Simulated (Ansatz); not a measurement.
Mn on the Si site (Mn_Si) in 4H silicon carbide (start: the Si(k) site; 96-site cell, 2×2×2 shifted sampling). The numbers are results of PBE, PAW (plane waves to 420 eV; Ansatz, an electronic-structure program), not measurements. Total energies of the localised charge states, counted from that of charge +1, and their image corrections (point charge with alignment); the host's valence-band maximum lies at 9.364 eV on the cells' energy zero and its gap is 2.22 eV.

```json
[
 {"charge": "+1", "moment (μB)": "2.0", "E − E(first) (eV)": "0.000", "correction (eV)": "0.230"},
 {"charge": "0", "moment (μB)": "3.0", "E − E(first) (eV)": "10.633", "correction (eV)": "0.000"},
 {"charge": "−1", "moment (μB)": "4.0", "E − E(first) (eV)": "21.353", "correction (eV)": "0.107"},
 {"charge": "−2", "moment (μB)": "5.0", "E − E(first) (eV)": "32.223", "correction (eV)": "0.549"}
]
```

### Question
Derive the transition levels above the valence-band maximum and say which of them are thermodynamic.

### Answer
A level is the Fermi energy at which two charges have equal formation energy: ε(q/q′) = [E(q′) + corr(q′) − E(q) − corr(q)] / (q − q′) − E_VBM.
ε(+1/0) = [(10.633 + 0.000) − (0.000 + 0.230)] / 1 − 9.364 = 1.04 eV
ε(0/−1) = [(21.353 + 0.107) − (10.633 + 0.000)] / 1 − 9.364 = 1.46 eV
ε(−1/−2) = [(32.223 + 0.549) − (21.353 + 0.107)] / 1 − 9.364 = 1.95 eV
Thermodynamic levels at least 0.1 eV inside the gap: (+1/0) at 1.04 eV; (0/−1) at 1.46 eV; (−1/−2) at 1.95 eV. They hold to tenths of an eV in this cell. Only the charges listed were compared. Flagged in the runs: a host whose relaxation on this sampling wasn't shown to rest.
